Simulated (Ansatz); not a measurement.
The parent structure is ZnGeP2 in the chalcopyrite structure (space group I-42d, No. 122; a = 5.424 Å, c = 10.709 Å). Axes: x, y, z lie along a, b, c of the conventional cell.

Perturbation: uniaxial stress, 5 GPa compression along z, with the cell and atoms free to relax against it.

Method: PBEsol/PAW in Ansatz (an electronic-structure program), no spin-orbit coupling.

Base, band edges from the VBM (valence, conduction): M -1.42, 1.12; G -1.14, 1.55; R -1.14, 1.55; X -0.78, 1.16; Γ 0.00, 1.24; S₀ -0.90, 1.31; S -0.90, 1.31; N -1.02, 2.37; P -1.15, 1.81 eV.

Question: Give the band edges at the high-symmetry points of the new zone, measured from its valence-band maximum.

Answer: 
| point | valence edge (eV) | conduction edge (eV) |
|---|---|---|
| Γ | 0.00 | 0.59 |
| X | -0.95 | 0.90 |
| P | -1.62 | 1.52 |
| N | -1.22 | 2.22 |
| M | -1.84 | 0.74 |
| S | -0.98 | 1.25 |
| S₀ | -0.98 | 1.25 |
| R | -1.31 | 1.37 |
| G | -1.31 | 1.37 |

The gap is 0.49 eV, indirect, Γ → Γ–M (40 % along).

Load acts through the strain it causes; cell and atoms are relaxed under it. Stability under load was not tested beyond the relaxation.
